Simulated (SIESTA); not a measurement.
Input and output of a relaxation of the atoms for MgSbF₅ (P1, 14 atoms in the cell) (SIESTA).

Method of the run: GGA PBEsol, numerical atomic orbitals DZP, PseudoDojo PBEsol standard norm-conserving potentials (rewritten from UPF to PSML) (SIESTA).

The change in words: atoms moved at random; MD.TypeOfRun: default → FIRE; MD.Steps: default → 40; MD.MaxForceTol: default → 0.005 eV/Ang. Reference geometry:
```yaml
crystal:
  lattice:
    - [4.61310, -3.31486, 0.00000]
    - [4.61310, 3.31486, 0.00000]
    - [-3.80320, 0.00000, 7.35090]
  atoms:
    - { symbol: Mg, position: [0.48769, 0.51231, 0.25000] }
    - { symbol: Mg, position: [0.51231, 0.48769, 0.75000] }
    - { symbol: Sb, position: [0.00000, 0.00000, 0.00000] }
    - { symbol: Sb, position: [0.00000, 0.00000, 0.50000] }
    - { symbol: F, position: [0.83597, 0.16403, 0.75000] }
    - { symbol: F, position: [0.16403, 0.83597, 0.25000] }
    - { symbol: F, position: [0.28743, 0.23591, 0.63782] }
    - { symbol: F, position: [0.71257, 0.76409, 0.36218] }
    - { symbol: F, position: [0.76409, 0.71257, 0.86218] }
    - { symbol: F, position: [0.23591, 0.28743, 0.13782] }
    - { symbol: F, position: [0.32670, 0.70062, 0.93254] }
    - { symbol: F, position: [0.67330, 0.29938, 0.06746] }
    - { symbol: F, position: [0.29938, 0.67330, 0.56746] }
    - { symbol: F, position: [0.70062, 0.32670, 0.43254] }
```

Reference input (self-consistent single point, DFT, GGA PBEsol, numerical atomic orbitals DZP, PseudoDojo PBEsol standard norm-conserving potentials (rewritten from UPF to PSML)): XC.functional = GGA; XC.authors = PBEsol; potentials = PseudoDojo PBEsol standard; PAO.BasisSize = DZP; PAO.EnergyShift = 0.01 Ry; MeshCutoff = 300 Ry; kgrid.MonkhorstPack = 3 3 3; OccupationFunction = FD; ElectronicTemperature = 10 K; MaxSCFIterations = 150; SCF.Mixer.Method = Pulay; SCF.Mixer.Weight = 0.1. This run's input differs from it in these lines:

```diff
@@ -19,16 +19,16 @@
 %block AtomicCoordinatesAndAtomicSpecies
-     3.662299250    0.081611853    1.837725500  1
-     1.760697750   -0.081611853    5.513176500  1
-     0.000000000    0.000000000    0.000000000  2
-    -1.901601500    0.000000000    3.675451000  2
-     1.760697750   -2.227387028    5.513176500  3
-     3.662299250    2.227387028    1.837725500  3
-    -0.011539183   -0.170781587    4.688552314  3
-     5.434536183    0.170781587    2.662349686  3
-     3.532934683   -0.170781587    6.337800686  3
-     1.890062317    0.170781587    1.013101314  3
-     1.192490966    1.239492451    6.855010151  3
-     4.230506034   -1.239492451    0.495891849  3
-     2.328904534    1.239492451    4.171342849  3
-     3.094092466   -1.239492451    3.179559151  3
+     3.648714463    0.048735072    1.883580427  1
+     1.810756637    0.024218367    5.458346122  1
+     0.062277807    0.075366657   -0.008365326  2
+    -1.987238712   -0.003676180    3.635175408  2
+     1.684008579   -2.270059221    5.550724907  3
+     3.669752913    2.224824642    1.883102618  3
+     0.020416314   -0.223613826    4.697601274  3
+     5.444950028    0.212777549    2.612878116  3
+     3.479287326   -0.265603157    6.294827313  3
+     1.849175497    0.169906464    1.019959705  3
+     1.201677725    1.242482455    6.812698359  3
+     4.256077389   -1.263286516    0.582529580  3
+     2.366633774    1.257011486    4.207046180  3
+     3.129882342   -1.229080476    3.150765668  3
 %endblock AtomicCoordinatesAndAtomicSpecies
@@ -54,2 +54,5 @@
 Diag.ParallelOverK           true
+MD.TypeOfRun                 FIRE
+MD.Steps                     40
+MD.MaxForceTol               0.005 eV/Ang
 WriteForces                  true
```

Output, abridged:

```
        iscf     Eharris(eV)        E_KS(eV)     FreeEng(eV)     dDmax    Ef(eV) dHmax(eV)
   scf:    1   -14857.320535   -14848.506395   -14848.506395  1.813994 -5.566658  7.994519
   scf:    2   -14852.618163   -14850.652398   -14850.652398  0.048762 -3.364302  6.562747
   scf:    3   -14854.434397   -14853.601402   -14853.601402  0.136137 -4.582539  2.476003
   scf:    4   -14853.337383   -14853.562476   -14853.562476  0.069976 -4.961224  1.830794
   scf:    5   -14853.804049   -14853.733861   -14853.733861  0.031263 -3.238428  0.513976
   scf:    6   -14853.730342   -14853.734294   -14853.734294  0.007181 -3.405166  0.221018
   scf:    7   -14853.740165   -14853.737843   -14853.737843  0.004660 -3.405566  0.145884
   scf:    8   -14853.739025   -14853.738545   -14853.738545  0.002335 -3.437132  0.067475
   scf:    9   -14853.738760   -14853.738806   -14853.738806  0.002083 -3.437183  0.021765
   scf:   10   -14853.738842   -14853.738832   -14853.738832  0.000395 -3.441202  0.007088
   scf:   11   -14853.738838   -14853.738837   -14853.738837  0.000243 -3.438589  0.000883
   scf:   12   -14853.738837   -14853.738837   -14853.738837  0.000055 -3.438373  0.000712
SCF Convergence by DM+H criterion
max |DM_out - DM_in|         :     0.0000547356
max |H_out - H_in|      (eV) :     0.0007120120
SCF cycle converged after 12 iterations

Using DM_out to compute the final energy and forces

siesta: E_KS(eV) =           -14853.7388

siesta: E_KS - E_eggbox =    -14853.7388

siesta: Atomic forces (eV/Ang):
     1   -0.061310    0.712180   -0.563904
   [... lines left out ...]
outcell: Cell volume (Ang**3)        :    224.8168
        iscf     Eharris(eV)        E_KS(eV)     FreeEng(eV)     dDmax    Ef(eV) dHmax(eV)
siesta: FreeEng =    -14854.112084
siesta: Cell volume =        224.816762 Ang**3
siesta:         -52.53759834        -52.84100095  kBar
   [... lines left out ...]
               3Pdxy   3Pdyz   3Pdz2   3Pdxz   3Pdx2-y2
   5  7.294   1.841   0.030   1.943   1.860   1.970  -0.147  -0.096  -0.115
              0.001   0.003   0.001   0.002   0.001
   6  7.295   1.841   0.030   1.943   1.863   1.970  -0.148  -0.097  -0.115
   [... 17 lines left out ...]

mulliken: Qtot =      120.000

Mulliken Atomic Populations:
Atom #   charge [q] valence [e]  Species
     1     0.934240    9.065760  Mg
     2     0.932393    9.067607  Mg
     3     0.779717   14.220283  Sb
     4     0.783409   14.216591  Sb
     5    -0.293860    7.293860  F
     6    -0.294682    7.294682  F
     7    -0.352072    7.352072  F
     8    -0.351752    7.351752  F
     9    -0.353924    7.353924  F
    10    -0.350966    7.350966  F
    11    -0.356706    7.356706  F
    12    -0.358881    7.358881  F
    13    -0.359623    7.359623  F
    14    -0.357294    7.357294  F
 Total     0.000000
```

The relaxation ended unconverged. 

The starting cell comes from a database of computed structures (which also holds hypothetical and non-ambient phases and stackings), without a prior relaxation at this level. For this run, on top of that: atoms moved at random. Values carry the incompleteness of an atom-centred basis.

Cost on one core of a shared machine: roughly 8 min.
